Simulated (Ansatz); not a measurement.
Ga (model structure, started from the lonsdaleite type, P6/mmm, No. 191, 4 atoms in the cell) was calculated with PBEsol in Ansatz (plane waves, PAW).

Output (set-up and result lines):

```
WARN the atoms were moved onto the symmetric positions of the space group found under crystal.symmetry.tolerance 1.0e-5 (fractional …
Relaxation: its limit of steps is 80 (relax.max_steps)
Crystal: 4 atoms, lattice volume = 90.782 Å³
Basis set: ecut = 520 eV, 2439 PW (Γ), exchange–correlation on 72×72×90 points (8 copies of the dense FFT grid, shifted against one another)
Bands: 32, of which v1, the nominal top of the filled ones, is band 26 counted from 1 (25 counted from 0)
Symmetry: 48 space group operations
Space group: P6/mmm (ITA 191), of the structure as read, at distance tolerance 4.5e-5 Å
k-points: 222 of 3240
Functional: x = pbesol(κ = 0.804, μ = 0.12345679012345678), c = pbesol(β = 0.046)
SCF iter   1: F=—  HF=-14972.121736 eV  |F-HF|=—  |Δ(HF+E_count)|=         —  Δρ=2.61e-3  dr2=5.41e-3
SCF iter   2: F=—  HF=-14972.119203 eV  |F-HF|=—  |Δ(HF+E_count)|=   2.53e-3  Δρ=1.22e-3  dr2=8.46e-4
  ...
SCF 1 converged in 6 iterations: F = -14972.118079 eV  dr2 = 1.57e-8
Crystal: 4 atoms, lattice volume = 90.782 Å³
Initial density: handed on by an earlier stage of this run
SCF iter   4: F=—  HF=-14972.118079 eV  |F-HF|=—  |Δ(HF+E_count)|=  2.82e-10  Δρ=9.48e-8  dr2=1.51e-11
SCF iter   5: F=-14972.118079 eV  HF=-14972.118079 eV  |F-HF|=1.82e-12  |Δ(HF+E_count)|=  1.82e-12  Δρ=2.82e-8  dr2=4.11e-13
SCF 2 converged in 5 iterations: F = -14972.118079 eV  dr2 = 4.11e-13
SCF converged after 5 iterations
Free energy (F): -14972.118079 eV
Internal energy: -14972.106003 eV  (E = F + TS)
E sigma→0 (E₀):  -14972.112041 eV
Fermi energy:    7.041728 eV
--- Forces (eV/Å), atoms counted from 1 ---
  atom   1  Ga     0.00000000     0.00000000    -0.00000000
  atom   2  Ga     0.00000000     0.00000000    -0.00000000
  atom   3  Ga     0.00000000    -0.00000000    -0.00000000
  atom   4  Ga     0.00000000     0.00000000    -0.00000000
--- Stress (GPa, compression-positive) ---
       -0.892085      -0.000000       0.000000
        0.000000      -0.892085      -0.000000
        0.000000      -0.000000      -0.919595
  P = ⅓ Tr σ = -0.9013 GPa (-9.013 kbar)
```

Q: Write an input file that could have produced this run (the log leaves some choices open).

A: This is not unique; one that fits is 
Ansatz 0.2 input:
```yaml
crystal:
  lattice:
    - [4.3907687739, 0.0, 0.0]
    - [-2.1953843869, 3.8025173003, 0.0]
    - [0.0, 0.0, 5.4373874887]
  atoms:
    - { symbol: Ga, position: [0.3333333333, 0.6666666667, 0.0000001718] }
    - { symbol: Ga, position: [0.6666666667, 0.3333333333, 0.5000001718] }
    - { symbol: Ga, position: [0.6666666667, 0.3333333333, 0.9999998282] }
    - { symbol: Ga, position: [0.3333333333, 0.6666666667, 0.4999998282] }
basis:
  ecutwfc: 520
  ecutrho_ratio: 4
  xc_grid: 2
kpoints:
  mp_grid: { grid: [18, 18, 10] }
hamiltonian:
  xc: pbesol
  dispersion: none
  pseudopotentials: { kind: paw }
scf:
  occupations: { method: fermi_dirac, width: 0.05 }
output:
  forces: true
  stress: true
  eigenvalues: true
relax:
  f_tol: 0.004
  escape_saddle: false
  max_steps: 80
  cell: { stress_tol: 0.02, fix: [volume] }
```

The cell is one volume of an energy–volume scan, off the minimum.

The PAW data were made under PBE.

Note: the relaxation could raise the start's symmetry but not lower it, so the cell can be a saddle point.

A model structure was made by putting elements into a prototype or built by hand; it is no filed structure, need not be a known phase, and can be a saddle point held by its symmetry.

Ansatz is a quantum-chemistry and plane-wave program.
